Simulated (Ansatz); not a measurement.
## Pb under a change: 6 layers

Take Pb in the fcc (Cu type) structure (space group Fm-3m, No. 225; a = 4.9909 Å) as the base. Axes: x, y, z lie along the cube axes.

The change: a free-standing slab of 6 layers (6 atoms, 1 a layer) is cut normal to [111], with 15 Å of vacuum and the in-plane cell held at bulk.

Calculations: r2SCAN in Ansatz (plane waves to 500 eV, PAW, no spin-orbit coupling). Γ-centred 15×15×1 mesh, Fermi–Dirac width 0.05 eV, for the changed cell.

- Shortest interatomic distance = 3.405 Å (base 3.529 Å)
- Band gap = zero (base zero)
- Excess energy per area of both faces (slab less bulk energy over the cell's area: twice a surface energy) = 0.6 J/m² (uncertain by up to 0.09 J/m²)
- Thickness between the outermost nuclei = 14.32 Å
- Change of the spacing d12 from its bulk value of 2.882 Å = -5.3 %
- Change of the spacing d23 from its bulk value of 2.882 Å = +3.4 %

Slab and bulk use different k-meshes, which limits the precision of the excess energy. No phonon test of stability was made.

Ansatz is a first-principles code.
